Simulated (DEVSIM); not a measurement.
System: double heterostructure, In0.53Ga0.47As between p- and n-type In0.52Al0.48As, at 300 K.

Layer 1 from the left is In0.52Al0.48As, thickness (μm) 0.430, Na (cm⁻³) 2.5e17, τn (s) 7.4e-10, τp (s) 7.4e-10. Layer 2 from the left is In0.53Ga0.47As, thickness (μm) 0.0220, Nd (cm⁻³) 6.2e15, τn (s) 7.4e-10, τp (s) 7.4e-10. Layer 3 from the left is In0.52Al0.48As, thickness (μm) 0.950, Nd (cm⁻³) 1e17, τn (s) 7.4e-10, τp (s) 7.4e-10.

Left contact: ohmic. Right contact: ohmic. Voltage is applied to the left contact. Recombination: SRH at mid-gap, radiative. Mobility is constant in doping.

This is a model device: material constants are rounded textbook-type values typed into the input, and sizes, dopings and lifetimes were drawn at random. Values at 300 K.

In0.52Al0.48As: gap (eV) 1.45, affinity (eV) 4, permittivity 12.5, Nc (cm⁻³) 5.1e17, Nv (cm⁻³) 1.1e19, μn (cm²/Vs) 4000, μp (cm²/Vs) 75, B (cm³/s) 1e-10. In0.53Ga0.47As: gap (eV) 0.74, affinity (eV) 4.51, permittivity 13.9, Nc (cm⁻³) 2.1e17, Nv (cm⁻³) 7.7e18, μn (cm²/Vs) 12000, μp (cm²/Vs) 300, B (cm³/s) 9.6e-11.

Model (solved in DEVSIM): 1D drift-diffusion, Boltzmann statistics, complete ionisation; no tunnelling, impact ionisation, image-force lowering or self-heating. Band offsets follow the typed affinities; no thermionic-emission limit at abrupt steps, no polarisation charge.

Problem. What does the simulation give for the dark forward voltage at 100 A/cm², the dark forward voltage at 1 A/cm²?

Solution. dark forward voltage at 100 A/cm² 0.824 V; dark forward voltage at 1 A/cm² 0.541 V.
